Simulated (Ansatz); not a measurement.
SiC under load (space group P6_3mc), r2SCAN with spin-orbit coupling, rigid bands run with Ansatz (a quantum-chemistry and plane-wave program). Condition of this run: biaxial stress in the c plane of -5 GPa (compression positive) (the target of the relaxation). Band gap 2.75 eV, N_c = 1.07e19 cm⁻³ and N_v = 8.00e19 cm⁻³ at 300 K, conductivity masses along y (a = (3.10, 0.00, 0.00) Å; b = (-1.55, 2.69, 0.00) Å; c = (0.00, 0.00, 5.04) Å) of 0.439 mₑ (electrons) and 1.36 mₑ (holes). Take k_BT = 0.02585 eV.

Q: What built-in voltage has an abrupt junction with N_A = 1e17 and N_D = 1e18 cm⁻³, all dopants ionised?

A: V_bi = E_g/e − (k_BT/e) ln(N_c N_v/(N_A N_D)) = 2.75 − 0.02585 × 9.05 = 2.52 V, for the computed gap.

Q: Find the intrinsic carrier density and the intrinsic Fermi level.

A: n_i = √(N_c N_v) exp(−E_g/2k_BT) = 2.93e19 × exp(−53.19) = 2.3e-4 cm⁻³. The level lies (k_BT/2) ln(N_v/N_c) = 26 meV from mid-gap (positive towards the conduction band). Each 0.1 eV added to the gap lowers n_i by a factor of 6.9.

Q: What thermal injection velocity √(2k_BT/πm) limits a ballistic channel along the direction named?

A: 8.12e6 cm/s for electrons and 4.61e6 cm/s for holes, a ratio of √(m_h/m_e) = 1.76, for dilute carriers.

Rigid bands with the computed gap; masses take one relaxation time for all states. Geometry: cell and atoms relaxed with PBEsol.
